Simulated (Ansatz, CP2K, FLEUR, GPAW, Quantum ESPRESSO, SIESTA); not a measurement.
**Code comparison for TiSi2 (Cmcm, 6 atoms in the cell)**

Self-consistent single point, at a second geometry (lattice scaled by 0.98). First geometry:

```
CELL_PARAMETERS angstrom
      1.77570    -6.79984     0.00000
      1.77570     6.79984     0.00000
      0.00000     0.00000     3.58656
ATOMIC_POSITIONS crystal
  Ti 0.89688 0.10312 0.75000
  Ti 0.10312 0.89688 0.25000
  Si 0.55825 0.44175 0.75000
  Si 0.44175 0.55825 0.25000
  Si 0.24969 0.75031 0.75000
  Si 0.75031 0.24969 0.25000
```

Shared settings, as Ansatz (a quantum-chemistry and plane-wave program) writes them: kpoints.mp_grid.grid = 7 7 7; scf.occupations.method = gaussian; scf.occupations.width = 0.2 eV. Potentials and cutoffs stand in the table.

| code | model | ΔF from the first geometry (meV/atom) | pressure (GPa) | largest force (eV/Å) | cutoff |
|---|---|---|---|---|---|
| SIESTA | GGA PBE, numerical atomic orbitals DZP, PseudoDojo PBE standard norm-conserving potentials (rewritten from UPF to PSML) | 20.9 | 8.88 | 0.423 | grid 400 Ry |
| GPAW | PBE, GPAW PAW datasets PBE (gpaw-data 1.0.1) | 24.2 | 9.40 | 0.374 | 800 eV |
| FLEUR | PBE, all-electron FLAPW (FLEUR), scalar-relativistic valence | – | – | 0.367 | Kmax 4.1 1/bohr |
| Quantum ESPRESSO | PBE, PseudoDojo standard norm-conserving (PBE) pseudopotentials | 19.7 | 8.61 | 0.346 | 85 Ry |
| Ansatz | PBE, PAW files | 19.9 | 8.63 | 0.354 | 420 eV |
| CP2K | PBE, GPW, DZVP-MOLOPT-SR-GTH basis, GTH-PBE potentials (GTH_POTENTIALS) | 22.6 | 9.17 | 0.346 | grid 600 Ry |

Size of the force on each atom (eV/Å): Sizes of forces hide their directions.

```json
[
 {"code": "SIESTA", "Ti1": "0.150", "Ti2": "0.150", "Si3": "0.423", "Si4": "0.423", "Si5": "0.016", "Si6": "0.016"},
 {"code": "GPAW", "Ti1": "0.143", "Ti2": "0.143", "Si3": "0.374", "Si4": "0.374", "Si5": "0.026", "Si6": "0.026"},
 {"code": "FLEUR", "Ti1": "0.135", "Ti2": "0.135", "Si3": "0.367", "Si4": "0.367", "Si5": "0.025", "Si6": "0.025"},
 {"code": "Quantum ESPRESSO", "Ti1": "0.136", "Ti2": "0.136", "Si3": "0.346", "Si4": "0.346", "Si5": "0.024", "Si6": "0.024"},
 {"code": "Ansatz", "Ti1": "0.137", "Ti2": "0.137", "Si3": "0.354", "Si4": "0.354", "Si5": "0.024", "Si6": "0.024"},
 {"code": "CP2K", "Ti1": "0.121", "Ti2": "0.121", "Si3": "0.346", "Si4": "0.346", "Si5": "0.023", "Si6": "0.023"}
]
```

A dash marks a value that a program does not give, or that is left out as unsure.

On Ansatz's run: spin polarisation is off.

The spread over the programs that give each value: ΔF from the first geometry within 4.5 meV/atom; pressure within 0.79 GPa; largest force within 0.077 eV/Å.

SIESTA and CP2K use small atom-centred bases, whose incompleteness enters pressures, forces and empty levels differently from a plane-wave cutoff. FLEUR treats all electrons, but the usual bases taken here (sphere radii, linearisation, local orbitals, empty states) were not tested for convergence, so the values are no reference for the others. Ansatz's pressure is given at a fixed set of plane waves, as the other plane-wave codes print theirs; with its correction for the finite basis it is 8.66 GPa.

The starting cell comes from a database of computed structures (which also holds hypothetical and non-ambient phases and stackings), without a prior relaxation at this level. Its lattice was rescaled by a random factor within 2.5 % of one. For this run, on top of that: lattice scaled by 0.98.

Left out of this page: Elk (not drawn, or without a comparable value).

Keys are those of Ansatz 0.2.
